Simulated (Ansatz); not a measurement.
System: interstitial B in 2H silicon carbide (charge state +3). Method: PBE, PAW (plane waves to 420 eV; Ansatz, a quantum-chemistry and plane-wave program).

Settings: 72 host sites, the relaxed PBE lattice, the Γ point alone, smearing 0.01 eV, spin-restricted, no image-charge correction. Energies are static. The host's phase is taken as given; its stability against other phases was not computed. The charge state is imposed; whether it is stable for some Fermi level was not computed. Sites that were not tried may lie lower. The start lies 0.47 eV above the lowest site run (PBE).

Barriers: single points on a 2×2×2 k-point mesh shifted by half a step along c at the bands' geometries (they differ from the bands' own by up to 0.27 eV, and are uncertain by about as much).

The step: a concerted move, in which B travels most. Atoms about the jump, Cartesian Å from the middle of the jump, before and after:

| atom | x0 | y0 | z0 | x1 | y1 | z1 |
|---|---|---|---|---|---|---|
| B1 | -0.61 | 0.00 | 0.00 | 0.61 | 0.00 | 0.00 |
| C2 | -0.06 | 0.31 | -1.49 | 0.06 | 0.31 | -1.49 |
| C3 | -0.07 | -1.29 | 0.77 | 0.07 | -1.29 | 0.77 |
| Si4 | 0.21 | 0.47 | 1.73 | -0.21 | 0.47 | 1.73 |
| C5 | -1.45 | 1.11 | 0.77 | -1.66 | 1.31 | 0.93 |
| C6 | 1.66 | 1.31 | 0.93 | 1.45 | 1.11 | 0.77 |
| Si7 | 0.02 | -1.59 | -1.19 | -0.02 | -1.59 | -1.19 |
| Si8 | -1.67 | 1.34 | -1.19 | -1.59 | 1.27 | -0.98 |
| Si9 | 1.59 | 1.27 | -0.98 | 1.67 | 1.34 | -1.19 |
| Si10 | -1.59 | -2.31 | 1.53 | -1.58 | -2.31 | 1.49 |
| Si11 | 1.58 | -2.31 | 1.49 | 1.59 | -2.31 | 1.53 |
| Si12 | -3.10 | 0.30 | 1.53 | -3.17 | 0.37 | 1.53 |
| Si13 | 3.17 | 0.37 | 1.53 | 3.10 | 0.30 | 1.53 |
| C14 | -1.56 | -2.36 | -1.68 | -1.59 | -2.35 | -1.69 |
| C15 | 1.59 | -2.35 | -1.69 | 1.56 | -2.36 | -1.68 |
| Si16 | -1.51 | 3.05 | 1.49 | -1.60 | 3.08 | 1.53 |
| Si17 | 1.60 | 3.08 | 1.53 | 1.51 | 3.05 | 1.49 |
| C18 | -3.13 | 0.36 | -1.68 | -3.07 | 0.35 | -1.65 |
| C19 | 3.07 | 0.35 | -1.65 | 3.13 | 0.36 | -1.68 |
| C20 | -1.54 | 3.08 | -1.69 | -1.54 | 3.01 | -1.65 |
| C21 | 1.54 | 3.01 | -1.65 | 1.54 | 3.08 | -1.69 |

### Question
Predict the transition state.

### Answer

```csv
atom,x,y,z
B1,0.00,0.29,-0.03
C2,0.00,0.35,-1.59
C3,0.00,-1.28,0.82
Si4,0.00,0.40,1.86
C5,-1.44,1.19,0.85
C6,1.45,1.19,0.85
Si7,0.00,-1.56,-1.16
Si8,-1.64,1.30,-1.13
Si9,1.64,1.30,-1.13
Si10,-1.57,-2.30,1.48
Si11,1.57,-2.30,1.48
Si12,-3.10,0.33,1.49
Si13,3.10,0.33,1.49
C14,-1.57,-2.34,-1.68
C15,1.57,-2.34,-1.68
Si16,-1.52,3.06,1.49
Si17,1.53,3.06,1.49
C18,-3.10,0.35,-1.67
C19,3.11,0.35,-1.67
C20,-1.54,3.05,-1.67
C21,1.55,3.05,-1.67
```
It lies 0.33 eV above the start and 0.33 eV above the end. The saddle point's order was not checked, and it lies on a symmetry element of the cell, where a band can be held.
